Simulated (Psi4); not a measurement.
Psi4 1.11, B3LYP/def2-svp, scf_type pk: C=C[Si@H]1CN[Si@H]1O, 16 atoms. The geometry is a generated start, not checked to be a minimum at this level.

```
Item                                              Value
-----------------------  ------------------------------
task                                             energy
method                                            b3lyp
basis                                          def2-svp
memory                                             7 GB
e_convergence                                     1e-08
d_convergence                                     1e-07
guess                    auto, which took SAD (default)
diis_max_vecs                              10 (default)
scf_initial_accelerator                 adiis (default)
dft_radial_points                          75 (default)
dft_spherical_points                      302 (default)
basis functions                                     151
grid points                                      339578
```

```xyz
16

C      2.5833    -1.7146    -0.0807
C      1.5545    -0.9861     0.3721
Si     0.4008    -0.0074    -0.6438
C     -1.4641    -0.4696    -0.4122
N     -1.9637     0.9290    -0.2670
Si    -0.5746     1.7470     0.3015
O     -0.7884     1.7215     1.9345
H      3.2149    -2.2669     0.6103
H      2.8308    -1.7877    -1.1368
H      1.3569    -0.9541     1.4402
H      0.7932     0.1126    -2.0794
H     -1.8759    -1.0006    -1.2773
H     -1.6291    -1.0937     0.4756
H     -2.2551     1.3522    -1.1491
H     -0.5540     3.1006    -0.2920
H     -1.6296     1.3179     2.2041
```

The reference run uses exact four-centre integrals (scf_type = pk). One run each, on a shared machine, so no times are given.

Settings tried, all else as in the reference:
- scf_type = dfdirj+cosx, cosx_radial_points_final = 50, cosx_spherical_points_final = 194
- scf_type = cd, cholesky_tolerance = 0.01
- scf_type = dfdirj+snlink
- scf_type = cd, cholesky_tolerance = 1e-05
- scf_type = dfdirj+cosx, cosx_radial_points_final = 75, cosx_spherical_points_final = 302
- scf_type = dfdirj+cosx, cosx_radial_points_final = 25, cosx_spherical_points_final = 50
- scf_type = mem_df
- scf_type = dfdirj+link
- scf_type = cd, cholesky_tolerance = 1e-06
- scf_type = dfdirj+cosx
- scf_type = cd, cholesky_tolerance = 0.0001 (default)
- scf_type = cd, cholesky_tolerance = 0.001

Q: Which of these stay within 0.10 meV/atom in energy of the reference run?

A: Within it: scf_type = cd, cholesky_tolerance = 1e-06. Outside: scf_type = cd, cholesky_tolerance = 1e-05; scf_type = mem_df; scf_type = dfdirj+cosx, cosx_radial_points_final = 50, cosx_spherical_points_final = 194; scf_type = dfdirj+cosx, cosx_radial_points_final = 75, cosx_spherical_points_final = 302; scf_type = dfdirj+snlink; scf_type = dfdirj+link; scf_type = dfdirj+cosx; scf_type = cd, cholesky_tolerance = 0.0001 (default); scf_type = dfdirj+cosx, cosx_radial_points_final = 25, cosx_spherical_points_final = 50; scf_type = cd, cholesky_tolerance = 0.001; scf_type = cd, cholesky_tolerance = 0.01.

| setting | energy against the reference |
|---|---|
| scf_type = cd, cholesky_tolerance = 1e-06 | −0.0024 meV/atom |
| scf_type = cd, cholesky_tolerance = 1e-05 | −0.15 meV/atom |
| scf_type = mem_df | −0.19 meV/atom |
| scf_type = dfdirj+cosx, cosx_radial_points_final = 50, cosx_spherical_points_final = 194 | −0.28 meV/atom |
| scf_type = dfdirj+cosx, cosx_radial_points_final = 75, cosx_spherical_points_final = 302 | −0.28 meV/atom |
| scf_type = dfdirj+snlink | −0.29 meV/atom |
| scf_type = dfdirj+link | −0.30 meV/atom |
| scf_type = dfdirj+cosx | −0.34 meV/atom |
| scf_type = cd, cholesky_tolerance = 0.0001 (default) | −1.8 meV/atom |
| scf_type = dfdirj+cosx, cosx_radial_points_final = 25, cosx_spherical_points_final = 50 | +4.7 meV/atom |
| scf_type = cd, cholesky_tolerance = 0.001 | −5.4 meV/atom |
| scf_type = cd, cholesky_tolerance = 0.01 | +6.5 meV/atom |

Total energies are compared; such shifts often cancel in part in energy differences. The DFDIRJ builders fit J, which adds its shift to that of exchange. Psi4 runs the final COSX grid once, on the density of the start grid. Also tried and not ranked: scf_type = direct (same energy as a listed run). The tolerance is a choice made for this comparison.
